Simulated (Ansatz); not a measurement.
The starting structures come from a database of crystals and need not be the phases stable at ambient conditions.

Given:

```yaml
crystal:
  lattice:
    - [4.61362, 0.00000, 0.00000]
    - [0.00000, 4.61362, 0.00000]
    - [0.00000, 0.00000, 6.49047]
  atoms:
    - { symbol: Mg, position: [0.50000, 0.50000, 0.50000] }
    - { symbol: Cd, position: [0.00000, 0.00000, 0.00000] }
    - { symbol: Te, position: [0.00000, 0.50000, 0.25545] }
    - { symbol: Te, position: [0.50000, 0.00000, 0.74455] }
```

Space group of this cell: P-4m2. The cell is taken as given; by PBEsol its mean pressure is -0.9 GPa.

Level of theory: PBEsol (plane waves, PAW; Ansatz, an electronic-structure program).

The current runs along the normal of the first two printed vectors; no spin-orbit coupling. Scaled by the factor s: both lengths across the current (ions clamped). The meshes follow the cell: 8×8×6 and 8×8 across at s = 0.98, 8×8×6 and 8×8 across at s = 1.00, 6×6×6 and 6×6 across at s = 1.02.

| s | mean pressure (GPa) | band gap (eV) |
|---|---|---|
| 0.98 | 0.7 | ? |
| 1.00 | -0.9 | 1.35 |
| 1.02 | -2.1 | 1.21 |

Take the slope of the band gap against ln s from the two given rows, extrapolate to s = 0.98, and say what the run there gives.

Slope = (1.21 − 1.35) / ln 1.02 = -7.07 eV. The line gives 1.35 + (-7.07) × ln 0.98 = 1.49 eV. The run gives 1.47 eV, 0.02 eV under the line, 16 % of the predicted step.
